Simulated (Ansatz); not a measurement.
Here is the system:

```xyz
1
Lattice="0.0000 1.7601 1.8124 1.7601 0.0000 1.8124 1.7601 1.7601 0.0000" Properties=species:S:1:pos:R:3 pbc="T T T"
Cu     0.0000     0.0000     0.0000
```

All values below come from PBEsol, rigid bands (plane waves, PAW, scalar-relativistic; Ansatz, a program for electronic structure). Condition of this run: biaxial stress xx = yy = 2 GPa (compression positive) (the target of the relaxation). How the cell was made: cell and atoms relaxed with PBEsol, then loaded as said.

Q: Predict the product ρ₀λ of resistivity and mean free path that follows from the Fermi surface's area.

A: 6.5 ×10⁻¹⁶ Ω·m².

Q: And the Drude plasma energy and the root-mean-square Fermi velocity at 300 K?

A: 9.1 eV; 1.1e6 m/s.

A metal at this level (no band gap); rigid bands, thermally averaged at 300 K, both spins. Spin-orbit coupling is left out. τ is one relaxation time for all states; the product of resistivity and mean free path takes one path for all states instead.
